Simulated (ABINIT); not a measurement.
Band structure of AlAs (F-43m, 2 atoms in the cell).

```
CELL_PARAMETERS angstrom
      0.00000     2.82712     2.82712
      2.82712     0.00000     2.82712
      2.82712     2.82712     0.00000
ATOMIC_POSITIONS crystal
  Al 0.00000 0.00000 0.00000
  As 0.75000 0.75000 0.75000
```

Method: PBE, norm-conserving pseudopotentials (PseudoDojo nc-sr-05 PBE standard) (plane waves; ABINIT).

Settings: pseudos = [Al.upf, As.upf]; ecut = 84 Ry; ixc = 11; occopt = 1; ngkpt = 10 10 10; nshiftk = 1; shiftk = 0 0 0; potentials = PseudoDojo nc-sr-05 PBE standard; kptopt = 1; nstep = 60; tolvrs1 = 1e-12; diemac = 9; ndtset = 2.

The starting cell comes from a database of computed structures (which also holds hypothetical and non-ambient phases and stackings), without a prior relaxation at this level. Its lattice was rescaled by a random factor within 2.5 % of one.

### Question
Predict the gap along the standard path and the places of the band edges.

### Answer
The gap along the path is 1.43 eV, from Γ to X; the smallest direct gap on it is 2.07 eV.

Levels in eV from the top of the valence band on the SCF mesh, bands 6 to 13:
```json
[
 {"point": "Γ", "6": "-11.89", "7": "0.00", "8": "0.00", "9": "0.00", "10": "2.07", "11": "4.30", "12": "4.30", "13": "4.30"},
 {"point": "X", "6": "-9.91", "7": "-5.44", "8": "-2.18", "9": "-2.18", "10": "1.43", "11": "2.30", "12": "10.35", "13": "10.35"},
 {"point": "W", "6": "-9.88", "7": "-5.09", "8": "-3.19", "9": "-2.83", "10": "4.33", "11": "5.67", "12": "5.72", "13": "6.08"},
 {"point": "K", "6": "-9.95", "7": "-5.18", "8": "-3.42", "9": "-1.81", "10": "2.24", "11": "4.99", "12": "8.20", "13": "8.35"},
 {"point": "L", "6": "-10.47", "7": "-5.58", "8": "-0.83", "9": "-0.83", "10": "2.16", "11": "4.69", "12": "4.69", "13": "7.77"},
 {"point": "U", "6": "-9.95", "7": "-5.18", "8": "-3.42", "9": "-1.81", "10": "2.24", "11": "4.99", "12": "8.20", "13": "8.35"}
]
```
